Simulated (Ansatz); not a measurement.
The starting structures come from a database of crystals and need not be the phases stable at ambient conditions.

 Where the default PAW files enter, the runs use the earlier of Ansatz's two default sets.

# Evanescent states of KRb2ScF6 (I4/m, not sure to be the ambient phase, 10 atoms a cell, 17.9 Å³ an atom) along the normal of (001)

Calculation: r2SCAN (plane waves, PAW; Ansatz, a program for electronic structure).

The gap is the functional's own. No spin-orbit coupling. Mid-gap values are interpolated on the energy grid.

Energies count from the valence-band top; κ is the least over a 6×6 mesh across the current.

| E (eV) | κ (1/Å) | where |
|---|---|---|
| 0.17 | 0.267 | Γ |
| 0.51 | 0.342 | Γ |
| 0.85 | 0.390 | Γ |
| 1.19 | 0.425 | Γ |
| 1.53 | 0.452 | Γ |
| 1.87 | 0.473 | Γ |
| 2.21 | 0.489 | Γ |
| 2.55 | 0.501 | Γ |
| 2.89 | 0.509 | Γ |
| 3.23 | 0.515 | Γ |
| 3.57 | 0.517 | Γ |
| 3.91 | 0.517 | Γ |
| 4.25 | 0.513 | Γ |
| 4.59 | 0.505 | Γ |
| 4.93 | 0.494 | Γ |
| 5.27 | 0.478 | Γ |
| 5.61 | 0.457 | Γ |
| 5.95 | 0.430 | Γ |
| 6.29 | 0.395 | Γ |
| 6.63 | 0.351 | Γ |
| 6.97 | 0.293 | Γ |
| 7.31 | 0.208 | Γ |

How thick must the barrier be to attenuate the transmission by 10^8 when the electrodes' Fermi level lies at 7.31 eV, and what attenuation does that film give at 4.59 eV?

d = 8 ln 10 / (2 × 0.208) = 44.3 Å. At 4.59 eV it gives 8 × 0.505/0.208 = 19.4 decades.
